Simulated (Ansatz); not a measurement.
# InSe (P6₃/mmc, No. 194; cell taken from a computed entry)

Level of theory: HSE06+SOC (PAW; Ansatz, an electronic-structure program).

Run with plane-wave cutoff 460 eV, 6×6×2 k mesh (along the axes of the cell as run), Fermi–Dirac smearing 0.01 eV, PAW data made under PBE.

Cell: relaxed with PBEsol: a = 4.0057 Å, b = 4.0057 Å, c = 16.9983 Å, α = 90.00°, β = 90.00°, γ = 120.00°.

| Item | Result |
|---|---|
| band gap | 1.25 eV (on the SCF k mesh) (direct) |

Measured, for comparison: band gap 1.17 eV (temperature not stated, not corrected to a static lattice; as tabulated in Kim et al. (2020), doi:10.1038/s41597-020-00723-8).

Note: the cell comes from a level without a dispersion term, which matters for the spacing of layers, chains or molecules; cell and atoms aren't relaxed at this level (largest force component 0.14 eV/Å, pressure 0.8 GPa); the cell has widely spaced layers and the level no dispersion term, so their spacing and the moduli can rest on weak binding.

Computing time: roughly 80 core-minutes.
